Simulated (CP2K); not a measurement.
A self-consistent single point of SrZnSbF (P4/nmm, 8 atoms in the cell) with CP2K.

Method of the run: CP2K with PBEsol, GPW, DZVP-MOLOPT-SR-GTH basis, GTH-PBE potentials (GTH_POTENTIALS).

```
SrZnSbF
1.0
    4.35454     0.00000     0.00000
    0.00000     4.35454     0.00000
    0.00000     0.00000     9.47616
Sr Zn Sb F
2 2 2 2
Direct
  0.00000   0.50000   0.86010
  0.50000   0.00000   0.13990
  0.50000   0.50000   0.50000
  0.00000   0.00000   0.50000
  0.00000   0.50000   0.32098
  0.50000   0.00000   0.67902
  0.50000   0.50000   0.00000
  0.00000   0.00000   0.00000
```

Reference input (self-consistent single point, DFT LDA (Pade form), GPW, DZVP-MOLOPT-SR-GTH basis, GTH-PADE potentials (GTH_POTENTIALS)): CUTOFF = 600 Ry; REL_CUTOFF = 50 Ry; SMEAR/METHOD = GAUSSIAN; SIGMA = 0.136 eV; KPOINTS/SCHEME = MONKHORST-PACK 5 5 3; XC_FUNCTIONAL = PADE; Sr/BASIS_SET = DZVP-MOLOPT-SR-GTH; Sr/POTENTIAL = GTH-PADE-q10; Zn/BASIS_SET = DZVP-MOLOPT-SR-GTH; Zn/POTENTIAL = GTH-PADE-q12; Sb/BASIS_SET = DZVP-MOLOPT-SR-GTH; Sb/POTENTIAL = GTH-PADE-q5. This run's input differs from it in these lines:

```diff
@@ -43,3 +43,6 @@
     &XC
-      &XC_FUNCTIONAL PADE
+      &XC_FUNCTIONAL
+        &PBE
+          PARAMETRIZATION PBESOL
+        &END PBE
       &END XC_FUNCTIONAL
@@ -80,3 +83,3 @@
       BASIS_SET DZVP-MOLOPT-SR-GTH
-      POTENTIAL GTH-PADE-q10
+      POTENTIAL GTH-PBE-q10
     &END KIND
@@ -84,3 +87,3 @@
       BASIS_SET DZVP-MOLOPT-SR-GTH
-      POTENTIAL GTH-PADE-q12
+      POTENTIAL GTH-PBE-q12
     &END KIND
@@ -88,3 +91,3 @@
       BASIS_SET DZVP-MOLOPT-SR-GTH
-      POTENTIAL GTH-PADE-q5
+      POTENTIAL GTH-PBE-q5
     &END KIND
@@ -92,3 +95,3 @@
       BASIS_SET DZVP-MOLOPT-SR-GTH
-      POTENTIAL GTH-PADE-q7
+      POTENTIAL GTH-PBE-q7
     &END KIND
```

Output, abridged:

```
 SCF WAVEFUNCTION OPTIMIZATION

  Step     Update method      Time    Convergence         Total energy    Change
     1 NoMix/Diag. 0.30E+00      -     1.88979193      -242.2047454066 -2.42E+02
     2 Broy./Diag. 0.30E+00      -     0.04077302      -240.0869736080  2.12E+00
     3 Broy./Diag. 0.30E+00      -     0.08464329      -241.2813630474 -1.19E+00
     4 Broy./Diag. 0.30E+00      -     0.06567117      -241.8981962759 -6.17E-01
     5 Broy./Diag. 0.30E+00      -     0.03241713      -241.6580848709  2.40E-01
     6 Broy./Diag. 0.30E+00      -     0.00445684      -241.7716890881 -1.14E-01
   [... 13 lines left out ...]
    20 Broy./Diag. 0.30E+00      -     0.00000108      -241.8216339416 -2.65E-07
    21 Broy./Diag. 0.30E+00      -     0.00000090      -241.8216337852  1.56E-07
    22 Broy./Diag. 0.30E+00      -     0.00000049      -241.8216343375 -5.52E-07
    23 Broy./Diag. 0.30E+00      -     0.00000007      -241.8216344897 -1.52E-07
  *** SCF run converged in    23 steps ***

  Overlap energy of the core charge distribution:               0.00000000207991
  Self energy of the core charge distribution:               -429.37128859893386
  Core Hamiltonian energy:                                    117.50953356792471
  Hartree energy:                                             108.40732383176439
  Exchange-correlation energy:                                -38.36678305556705
  Smearing free energy correction:                             -0.00042023702369
  Fermi energy:                                                 0.21707563529728

  Total energy:                                              -241.82163448974430
  Total energy (extrapolated to sigma->0):                   -241.82142437123244

   [... lines left out ...]

 STRESS| Analytical stress tensor [bar]
 STRESS|                        x                   y                   z
 STRESS|      x       -1.63009509079E+04   1.03654954388E-03  -2.77677021566E-05
 STRESS|      y        1.03654954388E-03  -1.63008992413E+04   2.77666792334E-05
 STRESS|      z       -2.77677021566E-05   2.77666792334E-05  -1.59844545537E+04
 STRESS| 1/3 Trace                                            -1.61954349010E+04
```

The run converged in 23 iterations. Against the reference run the pressure goes from -4.70 to -1.62 GPa and the largest force goes from 0.318 to 0.157 eV/Å.

The starting cell comes from a database of computed structures (which also holds hypothetical and non-ambient phases and stackings), without a prior relaxation at this level. Values carry the incompleteness of an atom-centred basis. The potentials were made for another functional than the one used. The run gives no clean gap (levels at the Fermi energy touch, overlap or are partly filled at this smearing), which alone does not show that the compound is a metal.

Cost on one core of a shared machine: roughly 40 s.
